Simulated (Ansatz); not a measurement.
The starting structures come from a database of crystals and need not be the phases stable at ambient conditions.

 Where the default PAW files enter, the runs use the earlier of Ansatz's two default sets.

Input:

```
O2Si
1.0
    5.06907     0.00000     0.00000
   -2.53454     4.38994     0.00000
    0.00000     0.00000     8.55849
Si O
4 8
Direct
  0.66667   0.33333   0.93713
  0.33333   0.66667   0.43713
  0.66667   0.33333   0.56287
  0.33333   0.66667   0.06287
  0.57874   0.57874   0.00000
  0.00000   0.57874   0.50000
  0.42126   0.00000   0.00000
  0.42126   0.42126   0.50000
  0.00000   0.42126   0.00000
  0.57874   0.00000   0.50000
  0.66667   0.33333   0.75000
  0.33333   0.66667   0.25000
```

Space group of this cell: P6_322. The cell is taken as given.

Level of theory: r2SCAN (plane waves, PAW; Ansatz, a program for electronic structure).

The current runs along the normal of the first two printed vectors; no spin-orbit coupling. Scaled by the factor s: all lengths (ions clamped). Meshes 12×12×4 and 12×12 across the current in all rows.

| s | mean pressure (GPa) | band gap (eV) |
|---|---|---|
| 0.98 | 11.3 | 6.35 |
| 1.00 | 0.1 | 6.18 |
| 1.02 | -8.5 | ? |

### Question
Take the slope of the band gap against ln s from the two given rows, extrapolate to s = 1.02, and say what the run there gives.

### Answer
Slope = (6.35 − 6.18) / ln 0.98 = -8.41 eV. The line gives 6.18 + (-8.41) × ln 1.02 = 6.01 eV. The run gives 5.92 eV, 0.09 eV under the line, 56 % of the predicted step.
